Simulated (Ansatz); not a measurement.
Given:

```
NaH
1.0
    0.00000     2.39574     2.39574
    2.39574     0.00000     2.39574
    2.39574     2.39574     0.00000
Na H
1 1
Cartesian
  0.00000   0.00000   0.00000
  2.39574   2.39574   2.39574
```

The numbers are results of r2SCAN, rigid bands (plane waves, PAW, scalar-relativistic; Ansatz, a quantum-chemistry and plane-wave program), not measurements. Condition of this run: functional r2SCAN on the same cell. Cell: cell and atoms relaxed with PBEsol.

Problem. What conductivity effective mass do dilute electrons have at 300 K?

Solution. 0.48 mₑ.

Problem. What conductivity effective mass do dilute holes have at 300 K?

Solution. 1.58 mₑ.

Problem. And the band gap?

Solution. 4.40 eV at this level; semilocal functionals usually fall short of the measured gap.

Rigid bands, one relaxation time for all states, no polarons. Spin-orbit coupling is left out. Geometry: cell and atoms relaxed with PBEsol.

Computed structure, not matched to a measured one here, so possibly hypothetical: NaH (Fm-3m).
